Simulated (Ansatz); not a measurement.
# Response to strain in SiO2

The parent structure is SiO2 (space group P3_221, No. 154; a = 5.022 Å, c = 5.510 Å). Axes: x lies along a and z along c of the hexagonal cell.

Strains are applied to the cell and any free atomic positions relax; under biaxial strain the out-of-plane vector relaxes too.

Method: plane-wave PAW DFT at the PBE level (Ansatz, a quantum-chemistry and plane-wave program, 420 eV), no SOC.

Candidates:
(a) biaxial strain −1.50 %, plane normal [001], relaxed out of plane
(b) biaxial strain −3.00 %, plane normal [001], relaxed out of plane
(c) biaxial strain −2.25 %, plane normal [001], relaxed out of plane
(d) biaxial strain −0.75 %, plane normal [001], relaxed out of plane

For the base:

| Property | Value |
|---|---|
| Band gap | 5.68 eV |

Task: Order them by band gap, lowest first.

Result: (d) biaxial strain −0.75 %, plane normal [001], relaxed out of plane (5.72 eV), (a) biaxial strain −1.50 %, plane normal [001], relaxed out of plane (5.75 eV), (c) biaxial strain −2.25 %, plane normal [001], relaxed out of plane (5.79 eV), (b) biaxial strain −3.00 %, plane normal [001], relaxed out of plane (5.82 eV)

Whether these cells are dynamically stable was not tested.
